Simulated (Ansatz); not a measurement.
Consider BaS in the zinc blende structure (space group F-43m, No. 216; a = 7.0356 Å; a hypothetical phase, not in the database extracts checked). Axes: x, y, z lie along the cube axes.

Level of theory: PBE in Ansatz (plane waves to 420 eV, PAW, no SOC).

Modification: the cell is scaled by 0.9824 in all directions, atoms relaxed at fixed cell.

Task: Predict the stress tensor and what it implies for the stiffness.

Result: Stress of the strained cell less that of the base (GPa, compression positive):
```
   1.64    0.00    0.00
   0.00    1.64    0.00
   0.00    0.00    1.64
```

Then B = −ΔP/(ΔV/V₀) with ΔV/V₀ = -0.0519 gives secant stiffness values (nonlinear terms included at this strain): B ≈ 32 GPa.

As a check, the harmonic strain energy −½ V₀ Δσ:ε is 12 meV/atom; the computed energy rise is 11 meV/atom.

Stability against distortions was not tested.

Ansatz is a quantum-chemistry and plane-wave program.
